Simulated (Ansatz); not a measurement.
Cu under a change: biaxial strain −2.08 %, plane normal [111], relaxed out of plane

Consider Cu in the fcc (Cu type) structure (space group Fm-3m, No. 225; a = 3.5638 Å; relaxed with 0.1 eV smearing). Axes: x, y, z lie along the cube axes.

Now apply this change: biaxial strain −2.08 %, plane normal [111], relaxed out of plane (Cartesian); in-plane vectors clamped, the third vector and the atoms free.

Calculations: DFT with PBEsol, PAW potentials and a 420 eV plane-wave cutoff in Ansatz (a quantum-chemistry and plane-wave program), without spin-orbit coupling. Γ-centred 32×32×32 mesh, Fermi–Dirac width 0.1 eV.

- Volume per atom: 11.01 Å³ (base 11.32 Å³)
- Space group: R-3m (No. 166) (base Fm-3m (No. 225))
- Shortest interatomic distance: 4.663 bohr (base 4.762 bohr)
- Energy relative to the base (free energy F): +11 meV/atom
- Pressure (mean of the normal stresses, compression positive): 5.2 GPa (base 0.0 GPa)
- Band gap: zero (base zero)
- Out-of-plane strain: +1.48 %
- Ratio −ε⊥/ε∥: 0.71
- Mean in-plane stress (compression positive): +7.8 GPa

Final structure (turned so that z lies along the plane normal):

```
Cu
1.0
    2.46755     0.00000     0.00000
    1.23378     2.13696     0.00000
    1.23378    -0.71232     2.08805
Cu
1
Direct
  0.00000   0.00000   0.00000
```

Stability against distortions was not tested. The final runs are not spin-polarised.
